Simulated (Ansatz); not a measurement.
Start from CoSi2 (space group Fm-3m, No. 225; a = 5.315 Å; non-magnetic). Axes: x, y, z lie along the cube axes.

All numbers come from plane-wave PAW DFT at the r2SCAN level (Ansatz, a first-principles code, 500 eV), no SOC.

Base values:

| Item | Value |
|---|---|
| Volume per atom | 12.51 Å³ |
| Pressure | 0.0 GPa |

The change: tensile biaxial strain of 4.58 % in the plane normal to [111], as in epitaxy on a mismatched substrate; the out-of-plane cell vector and the atoms relax.

Task: What does the calculation give for the energy relative to the base, volume per atom and pressure after the change?

Result: The energy grows by 57 meV/atom; the volume per atom increases by 0.79 Å³ to 13.30 Å³; the pressure (mean of the normal stresses, compression positive) goes from zero to -10.2 GPa.

Without a gap, meshes like the base's 15×15×15 leave anisotropic stresses uncertain by several tenths of a GPa, and small strain energies with them. Whether these cells are dynamically stable was not tested. Starting moments died away, wholly or in part, for the base; another magnetic solution may exist. All final runs are without spin polarisation. An odd electron count without spin: CoSi2.
